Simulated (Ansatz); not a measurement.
The structure below was relaxed with r2SCAN+rVV10, PAW, 500 eV (Ansatz, a program for electronic structure; no spin-orbit coupling).

Space group Pm-3m (No. 221); a = b = c = 2.6711 Å, α = β = γ = 90.00°

```json
[
 {"atom": "Ge", "site": "1b", "symmetry": "m-3m", "x": "0.5000", "y": "0.5000", "z": "0.5000"}
]
```

Q: Write out a cell with all atoms.

A: 
```cif
data_Ge
_chemical_formula_sum 'Ge1'
_space_group_name_H-M_alt 'P 1'
_space_group_IT_number 1
_cell_length_a 2.67109
_cell_length_b 2.67109
_cell_length_c 2.67109
_cell_angle_alpha 90.000
_cell_angle_beta 90.000
_cell_angle_gamma 90.000
loop_
_space_group_symop_operation_xyz
  'x, y, z'
loop_
_atom_site_label
_atom_site_type_symbol
_atom_site_fract_x
_atom_site_fract_y
_atom_site_fract_z
_atom_site_occupancy
Ge1 Ge 0.50000 0.50000 0.50000 1
```
This is the conventional cell.

Whether these cells are dynamically stable was not tested. The cell was made from As by this change: As → Ge; the result is a hypothetical phase, not in the database extracts checked.
